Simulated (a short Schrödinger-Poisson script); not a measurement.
System: MOS inversion layer, Al2O3 on p-type Si(100), at 300 K.

From the gate side: 4.8 nm Al2O3; 1200 nm Si, acceptors 1.2e17 cm⁻³.

Constants are typed, rounded textbook-type inputs, not results; the design itself was drawn at random and stands for no fabricated device. Al2O3: permittivity 9, conduction-band edge (eV) 2.7, gap (eV) 6.8, electron mass (mₑ) 0.3. Si: permittivity 11.7, conduction-band edge (eV) 0, gap (eV) 1.124, Nv at 300 K (cm⁻³) 3.1e19.

Channel valleys (confinement mass, in-plane density-of-states mass, number): Δ2 0.916, 0.19, 2; Δ4 0.19, 0.417, 4. At the gate the conduction-band edge of layer 1 lies 3.25 eV − eVg above the Fermi level of the channel; the field vanishes at the back. Gaps are held at their typed values at every temperature. Mesh 0.03 nm at interfaces.

From a short Schrödinger-Poisson script (our own, NumPy): 1D Poisson equation in equilibrium, electrons quantum, Hartree (BenDaniel-Duke, 12 states a valley, the channel's in-plane mass for all, wave functions free to enter the dielectric), parabolic valleys, classical holes, full ionisation, no traps, pinning or gate leakage.

| Vg (V) | electrons (cm⁻²) | C (μF/cm²) | Δ2 E0 (meV from the Fermi level) | Δ4 E0 (meV from the Fermi level) |
|---|---|---|---|---|
| 0.5 | 3.31e9 | 0.122 | 210.0 | 241.9 |
| 0.6 | 7.93e10 | 0.405 | 126.5 | 160.0 |
| 0.7 | 4.76e11 | 0.904 | 77.8 | 114.4 |
| 0.8 | 1.10e12 | 1.11 | 53.0 | 93.6 |
| 0.9 | 1.82e12 | 1.20 | 37.1 | 81.6 |
| 1 | 2.59e12 | 1.26 | 25.2 | 73.3 |
| 1.1 | 3.38e12 | 1.30 | 15.6 | 67.1 |
| 1.2 | 4.20e12 | 1.32 | 7.4 | 62.1 |
| 1.3 | 5.03e12 | 1.34 | 0.1 | 57.9 |
| 1.4 | 5.88e12 | 1.36 | -6.4 | 54.3 |
| 1.5 | 6.73e12 | 1.37 | -12.4 | 51.0 |
| 1.6 | 7.59e12 | 1.39 | -18.0 | 48.1 |
| 1.7 | 8.46e12 | 1.40 | -23.2 | 45.4 |
| 1.8 | 9.33e12 | 1.40 | -28.2 | 42.9 |
| 1.9 | 1.02e13 | 1.41 | -33.0 | 40.5 |
| 2 | 1.11e13 | 1.42 | -37.6 | 38.2 |
| 2.1 | 1.20e13 | 1.42 | -42.0 | 36.1 |

Gate voltages with under 1e9 electrons/cm² are left out.

### Question
At Vg = 2.1 V the lowest Δ2 subband lies at -42.0 meV from the Fermi level. How many electrons does it hold, and what share of all?

### Answer
The two-dimensional density of states is g m/(πħ²) = 1.59e11 cm⁻² meV⁻¹ (both spins), kT = 25.9 meV, so n = D kT ln(1 + exp(−E/kT)) = 7.41e12 cm⁻², 0.62 of the 1.20e13 cm⁻² in all.

### Question
Compare the slope of the sheet density between 1.9 and 2.1 V with the geometric capacitance of the layers between gate and channel.

### Answer
q Δn/ΔV = 1.44 μF/cm²; ε0/Σ(t/ε) = 1.66 μF/cm². The ratio is 0.87: the channel acts as a further capacitance in series.
